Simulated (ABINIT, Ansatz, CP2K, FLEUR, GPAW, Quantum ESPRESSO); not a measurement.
**CuGaSe₂ (I-42d, 8 atoms in the cell) computed with different codes at matched settings**

Self-consistent single point.

```
CuGaSe2
1.0
   -2.77667     2.77667     5.45435
    2.77667    -2.77667     5.45435
    2.77667     2.77667    -5.45435
Ga Cu Se
2 2 4
Direct
  0.50000   0.50000   0.00000
  0.25000   0.75000   0.50000
  0.00000   0.00000   0.00000
  0.75000   0.25000   0.50000
  0.87500   0.87500   0.50000
  0.12500   0.62500   0.00000
  0.37500   0.37500   0.50000
  0.62500   0.12500   0.00000
```

All programs got the same cell, k-point mesh and kind of occupations (in Ansatz's words: kpoints.mp_grid.grid = 3 3 3; scf.occupations.method = fermi_dirac; scf.occupations.width = 0.0007 Ry); potentials, basis and cutoffs are each program's usual ones.

```json
[
 {"code": "GPAW", "model": "PBE, GPAW PAW datasets PBE (gpaw-data 1.0.1)", "pressure (GPa)": "6.31", "largest force (eV/Å)": "0.475", "gap on the mesh (eV)": "0.414", "k-points": "6", "cutoff": "800 eV"},
 {"code": "CP2K", "model": "PBE, GPW, DZVP-MOLOPT-PBE-GTH basis, GTH-PBE potentials (POTENTIAL_UZH)", "pressure (GPa)": "6.58", "largest force (eV/Å)": "0.458", "gap on the mesh (eV)": "0.266", "k-points": "14", "cutoff": "grid 600 Ry"},
 {"code": "ABINIT", "model": "PBE, PAW (JTH v2.0 PBE PAW)", "pressure (GPa)": "5.56", "largest force (eV/Å)": "0.403", "gap on the mesh (eV)": "0.383", "k-points": "6", "cutoff": "30 Ha"},
 {"code": "Ansatz", "model": "PBE, default PAW files", "pressure (GPa)": "5.47", "largest force (eV/Å)": "0.405", "gap on the mesh (eV)": "0.380", "k-points": "6", "cutoff": "default"},
 {"code": "Quantum ESPRESSO", "model": "PBE, PSlibrary PAW (PBE) pseudopotentials", "pressure (GPa)": "5.69", "largest force (eV/Å)": "0.395", "gap on the mesh (eV)": "0.381", "k-points": "6", "cutoff": "70 Ry"},
 {"code": "FLEUR", "model": "PBE, all-electron FLAPW (FLEUR), scalar-relativistic valence", "pressure (GPa)": "–", "largest force (eV/Å)": "0.404", "gap on the mesh (eV)": "0.364", "k-points": "6", "cutoff": "Kmax 3.8 1/bohr"}
]
```

A dash marks a value that a program does not give, or that is left out as unsure.

Gaps are read on the mesh.

The spread over the programs that give each value: pressure within 1.11 GPa; largest force within 0.080 eV/Å; gap on the mesh within 0.148 eV.

The starting cell has typed, rounded lattice constants, without a prior relaxation at this level. Its lattice was rescaled by a random factor within 2.5 % of one. On Ansatz's run: In the base run, with a pressure of about 6 GPa the cell is away from its equilibrium volume at this level.

Why do the programs differ, and what cannot be compared?

Differences of this kind can come from the potentials, where these differ, and from what each basis and cutoff leave unconverged. The valence holds different numbers of electrons (GPAW 52, CP2K 72, ABINIT 88, Ansatz (a quantum-chemistry and plane-wave program) 128, Quantum ESPRESSO 72, FLEUR 112). The zero of total energies and Fermi levels follows the potentials and each program's conventions, so they are not compared here. CP2K uses small atom-centred bases, whose incompleteness enters pressures, forces and empty levels differently from a plane-wave cutoff. FLEUR treats all electrons, but the usual bases taken here (sphere radii, linearisation, local orbitals, empty states) were not tested for convergence, so the values are no reference for the others. Ansatz's pressure is given at a fixed set of plane waves, as the other plane-wave codes print theirs; with its correction for the finite basis it is 5.51 GPa. Ansatz's smearing width was typed in Ry to four decimals, so it matches the others to a few per cent. The programs reduce the same mesh by symmetry to different extents, which changes the work and not the result.

Left out of this page: Elk and SIESTA (unsound by tests on forces, stress, charge or solver warnings).

Keys are those of Ansatz 0.2.
